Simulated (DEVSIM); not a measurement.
System: abrupt Ge p-n junction, at 300 K.

```tsv
layer (left to right)	material	thickness (μm)	Nd (cm⁻³)	Na (cm⁻³)	τn (s)	τp (s)
1	Ge	0.200	-	3.8e16	8.5e-5	8.5e-5
2	Ge	130	1.5e14	-	8.5e-5	8.5e-5
```

Left contact: ohmic. Right contact: ohmic. Voltage is applied to the left contact. Recombination: SRH at mid-gap. Mobility is μmin + (μ − μmin)/(1 + (N/Nref)^α).

Constants are typed, rounded textbook-type inputs, not results; the design itself was drawn at random and stands for no fabricated device. Values at 300 K.

```tsv
parameter	Ge
gap (eV)	0.664
affinity (eV)	4
permittivity	16
Nc (cm⁻³)	1.04e19
Nv (cm⁻³)	6e18
μn (cm²/Vs)	3900
μp (cm²/Vs)	1900
μn,min	150
μp,min	100
Nref,n	2.6e17
Nref,p	4e17
αn	0.56
αp	0.6
```

DEVSIM, 1D drift-diffusion, Boltzmann statistics, complete ionisation; no tunnelling, impact ionisation, image-force lowering or self-heating.

The thickness of layer 2 was swept, all else fixed.

| thickness of layer 2 (μm) | dark forward voltage at 1 A/cm² (V) |
|---|---|
| 26 | 0.121 |
| 46 | 0.138 |
| 78 | (withheld) |
| 130 | 0.188 |
| 220 | 0.234 |
| 390 | 0.315 |
| 650 | 0.434 |

Problem. Fill in the missing entries.

Solution. 
- 78, dark forward voltage at 1 A/cm² (V): 0.158
